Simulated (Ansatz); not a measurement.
H interstitial in diamond (the name describes the start): one set of geometries, relaxed with PBE, evaluated in Ansatz (PAW, plane waves to 420 eV, 500 eV under r2SCAN) with PBE, r2SCAN.

Details: 216-site cell; 2×2×2 shifted k-points; start: void with 4C nearest; charged states image-corrected; not converged in cell size.

```csv
quantity,PBE,r2SCAN
host gap (eV),4.13,…
ε(+1/0) above the VBM (eV),0.98,…
ε(0/−1) above the VBM (eV),3.11,…
neutral formation energy against H2 molecule in a box (eV),4.86,…
largest moment on one atom at charge 0 (μB),0.12,…
```

Question: Given the lower rungs, what does r2SCAN give?

Answer: 
- host gap (eV), r2SCAN: 4.34
- ε(+1/0) above the VBM (eV), r2SCAN: 0.94
- ε(0/−1) above the VBM (eV), r2SCAN: 3.35
- neutral formation energy against H2 molecule in a box (eV), r2SCAN: 4.81
- largest moment on one atom at charge 0 (μB), r2SCAN: 0.14

Ansatz is a program for electronic structure.
